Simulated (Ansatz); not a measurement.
A periodic model of amorphous Si$_{30}$N$_{41}$Lu:

```
LuN41Si30
1.0
    9.16285     0.17113    -0.14004
    0.17113     9.70464    -0.08700
   -0.14004    -0.08700     9.18326
Si N Lu
30 41 1
Cartesian
  0.70769   9.23535   4.76561
  8.71521   4.62431   4.84756
  8.69755   9.39327   1.70368
  1.29135   6.28279   6.36809
  7.35034   5.49784   8.77896
  3.57807   4.82491   4.68005
  4.57021   3.37946   9.04255
  1.89919   5.29078   9.05052
  5.63733   2.17590   4.81042
  3.60181   6.91622   2.34355
  3.78545   7.55021   5.35175
  3.28947   0.06120   4.39574
  6.00606   8.03782   7.21265
  6.03339   6.21341   4.56378
  3.33087   3.10748   6.99712
  1.53601   2.45567   4.60441
  0.17592   2.95960   0.52013
  4.99579   1.77213   2.41879
  3.66530   0.26071   7.63594
  1.71538   8.20668   8.86962
  8.76627   7.25329   3.92108
  2.84372   3.84502   2.04107
  6.19355   3.92670   6.51988
  7.78253   8.45788   8.74614
  1.01221   1.25009   7.29358
  7.73626   1.16254   6.99151
  8.69618   5.16024   1.81281
  8.13064   2.44166   2.83979
  6.65294   7.39218   1.97501
  4.52399   8.72872   0.75030
  6.49423   2.15978   3.30621
  8.85314   2.05920   8.11430
  9.03354   3.02723   4.21314
  0.30766   8.63190   0.34562
  6.14052   4.27132   8.23842
  7.02841   7.29176   3.66726
  0.52589   7.58854   5.46772
  1.68718   6.71569   8.03943
  0.44873   4.85841   6.31031
  5.40781   7.21397   5.85539
  6.62448   2.23778   6.20645
  1.99396   2.33181   6.30899
  4.37839   1.32633   4.07007
  2.85766   6.09264   5.62973
  3.60352   9.25223   5.95000
  2.00128   0.14269   8.26274
  4.71873   8.65452   8.23379
  7.17359   8.84067   1.15660
  4.49684   3.27605   1.57186
  4.61360   5.71799   3.65714
  7.43567   6.08994   1.23039
  5.05901   7.30905   1.52916
  3.17651   4.25899   8.29723
  1.72375   0.74107   4.08111
  2.65230   5.53836   1.56400
  6.96599   4.88373   5.26722
  7.19047   7.00753   7.98197
  1.78071   2.83630   1.14572
  4.55207   3.68310   5.74273
  7.15703   9.41942   7.43563
  4.22131   1.94769   7.93634
  2.85619   8.23718   1.05597
  3.44561   8.11211   3.73054
  9.22906   8.71133   3.15331
  0.24114   4.80804   0.15804
  9.12468   5.63785   3.40686
  8.93206   1.28045   1.90487
 -0.05745   0.53276   6.13376
  4.32260   0.56388   1.50914
  8.14846   3.57801   1.57953
  2.60109   3.65522   3.80347
  1.97295   0.70621   1.64439
```

Methods: PBE, scalar-relativistic without spin-orbit coupling (Ansatz, an electronic-structure program); r2SCAN, scalar-relativistic without spin-orbit coupling (Ansatz); HSE06, scalar-relativistic without spin-orbit coupling (Ansatz). Neutral PBE cell, which sets geometry, pressure and energy: sampling: a 2×2×2 Γ-centred mesh; Fermi-Dirac width 0.02 eV; no spin polarisation. Exact exchange is cut at the faces of this 9 Å cell, which leaves hybrid gaps a finite-size error.

Preparation: random packing, a CHGNet melt and quench, and a DFT relaxation. N atoms were pushed apart under 1.9 Å during the dynamics, to hinder bonds among them. The hot cell started wider than the set density and was brought back towards it in steps. It is the lowest in DFT energy of 2 quenches. It is a model cell: composition and starting density were chosen by hand, and all elements were melted together. No dispersion term was used. Its density started from a set value of 3.24 and ended at 3.24 g/cm³. Cooling (nominally 450 K/ps over its main leg) ran many orders faster than in experiment, which tends to leave more defects and strain. Values belong to this one cell and scatter from quench to quench. The volume was held where the preparation left it and the shape relaxed. Cycles of charging lowered its energy after that relaxation.

Task: Give the pressure, the energy against reference phases and the spacing of the highest filled and lowest empty levels.

Result: 
The pressure on a 2×2×2 Γ-centred mesh is 12.9 kbar. The largest force and stress component on that mesh (the relaxation ran on the zone centre alone) comes out as 0.15 eV/Å and 3.6 GPa and the energy relative to beta Si3N4 + hcp Lu + N2 gas (lowest mix at this level among the phases computed, not always the ambient ones) is 0.245 eV/atom. The level gap on a 2×2×2 Γ-centred mesh (PBE) is 2.67 eV. The level gap at the zone centre (PBE) comes out as 2.67 eV and the level gap at the zone centre (r2SCAN) is 3.11 eV. The level gap at the zone centre (HSE06) is 3.99 eV and the distance between the nearest levels spread over more than a fifth of the atoms or a third of the atoms of their main element (six at least) (PBE, zone centre) is 2.92 eV.

Task: At PBE and the zone centre, how localised are the states just below and above the Fermi level (participation number: the atoms over which a state spreads)?

Result: The highest filled state is spread over 3.2 atoms' worth, largest on N39, with weights by element (charge in smoothed Voronoi cells) N 0.88, Si 0.12, Lu 0.00. The lowest empty state is spread over 27.6 atoms' worth, largest on Si7, with weights by element (charge in smoothed Voronoi cells) N 0.49, Si 0.49, Lu 0.02.

At PBE the levels at the filled edge of the gap are localised (band-tail or defect states).

Bonds are counted up to Si-Si 2.60 Å, Si-N 2.20 Å, Si-Lu 3.28 Å, N-N 1.70 Å, N-Lu 2.84 Å, Lu-Lu 4.11 Å. Two cations that share two anions don't count as bonded, nor two that share one unless they lie closer than Si-Si 2.38 Å, Si-Lu 3.19 Å, Lu-Lu 4.00 Å.

Added carriers, by PBE, scalar-relativistic without spin-orbit coupling in Ansatz on the zone centre alone. Charged cells keep the cell fixed and stand in a uniform background, with no image correction, at a width of 0.01 eV; where the count is odd the moment is locked at 1 μB, unless the neutral cell bore moments. Each starts from the undistorted neutral geometry alone. PBE's self-interaction favours spread-out carriers, so it can miss traps that a hybrid finds.

Task: What happens at PBE when the cell takes an extra electron and the atoms relax?

Result: Relaxation lowers the charged cell by 0.52 eV. The largest moves are N35 0.50 Å, Si7 0.33 Å, Si5 0.33 Å, N49 0.29 Å. The level that holds the added charge spreads over 4.8 atoms' worth, most on Si7 (weight 0.41): a localised (trapped) carrier, which neighbours of that atom can share. Bonds broken: Si7-N35. Made neutral again at that geometry, the cell lies +1.06 eV from the neutral start.

Task: What happens at PBE when the cell takes a hole and the atoms relax?

Result: Relaxation lowers the charged cell by 0.12 eV. The largest moves are Si10 0.07 Å, Si2 0.06 Å, N56 0.06 Å, Si4 0.06 Å. The level that was emptied spreads over 4.5 atoms' worth, most on N39 (weight 0.46): a localised (trapped) carrier, which neighbours of that atom can share. No bond crosses its cut-off with a change of over 0.15 Å (metal-metal contacts aside). Made neutral again at that geometry, the cell lies +0.28 eV from the neutral start.

Ahead of the cycles of charging, a PBE run started with 1 μB on atoms that lack a bond or may hold spare charge lost its moments; other starts weren't tried.
